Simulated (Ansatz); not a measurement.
## Effective masses and thermopower of BP under load (space group F-43m)

Input:

```yaml
crystal:
  lattice:
    - [0.00000, 2.17555, 2.17555]
    - [2.17555, 0.00000, 2.17555]
    - [2.17555, 2.17555, 0.00000]
  atoms:
    - { symbol: B, position: [0.00000, 0.00000, 0.00000] }
    - { symbol: P, position: [0.25000, 0.25000, 0.25000] }
```

The numbers are results of r2SCAN with spin-orbit coupling, rigid bands (plane waves, PAW; Ansatz, a quantum-chemistry and plane-wave program), not measurements. Condition of this run: hydrostatic pressure of 24 GPa (compression positive) (the target of the relaxation). How the cell was made: cell and atoms relaxed with PBEsol, then loaded as said.

The band gap is 1.20 eV. The electron conductivity mass (300 K, dilute) comes out as 0.34 mₑ and the hole conductivity mass (300 K, dilute) is 0.41 mₑ. The effective density of states N_c (300 K) comes out as 5.2e19 cm⁻³ and the effective density of states N_v (300 K) is 2.6e19 cm⁻³. The density-of-states mass, electrons comes out as 1.62 mₑ and the density-of-states mass, holes is 1.03 mₑ. The Seebeck coefficient, n-type 1e19 cm⁻³, 300 K comes out as -345 μV/K. The best n-type power factor at 300 K for τ = 10 fs (best axis; densities from 1e16 to 1e21 cm⁻³ tried, whether or not they can be reached) comes out as 19.7 μW/(cm·K²) at 1e20 cm⁻³ and the Seebeck coefficient, p-type 1e19 cm⁻³, 300 K is 326 μV/K. The best p-type power factor at 300 K for τ = 10 fs (best axis; densities from 1e16 to 1e21 cm⁻³ tried, whether or not they can be reached) is 15.1 μW/(cm·K²) at 1e20 cm⁻³.

Rigid bands; masses and Seebeck coefficients take one relaxation time τ for all states and one kind of carrier; polarons and phonon drag are left out. Geometry: cell and atoms relaxed with PBEsol.
